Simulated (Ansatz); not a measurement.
Base system: CsCaH3 in the cubic perovskite structure (space group Pm-3m, No. 221; a cell from a computed database, its experimental status unchecked).

```
CELL_PARAMETERS angstrom
      4.54054     0.00000     0.00000
      0.00000     4.54054     0.00000
      0.00000     0.00000     4.54054
ATOMIC_POSITIONS crystal
  Cs 0.00000 0.00000 0.00000
  Ca 0.50000 0.50000 0.50000
  H  0.50000 0.00000 0.50000
  H  0.00000 0.50000 0.50000
  H  0.50000 0.50000 0.00000
```

Levels (all Ansatz, a first-principles code, PAW): PBEsol (420 eV, no spin-orbit coupling); r2SCAN (500 eV, spin-orbit coupling left out); HSE06 (420 eV, no SOC).

One geometry, relaxed with PBEsol, under each level:

| level | band gap | lowest conduction level above the VBM at special points | pressure |
|---|---|---|---|
| PBEsol | 2.88 eV | M 2.88 eV; R 4.67 eV; X 4.73 eV; Γ 5.58 eV | 0.00 GPa |
| r2SCAN | ___ | ___ | ___ |
| HSE06 | 4.26 eV | M 4.26 eV; R 6.26 eV; X 6.04 eV; Γ 7.35 eV | – |

Question: Give the withheld r2SCAN results.

Answer: 
- r2SCAN, band gap: 3.60 eV
- r2SCAN, lowest conduction level above the VBM at special points: M 3.60 eV; R 5.37 eV; X 5.39 eV; Γ 6.34 eV
- r2SCAN, pressure: 1.10 GPa

Single points use the geometry relaxed with PBEsol. Their cutoffs differ, which shifts pressures a little. The hybrid gap comes from the SCF mesh plus the semilocal run's edge points and a few special points and is an upper bound. Stability against distortions was not tested. Many cubic perovskites are stable only at high temperature; tilts and polar distortions were not tested.
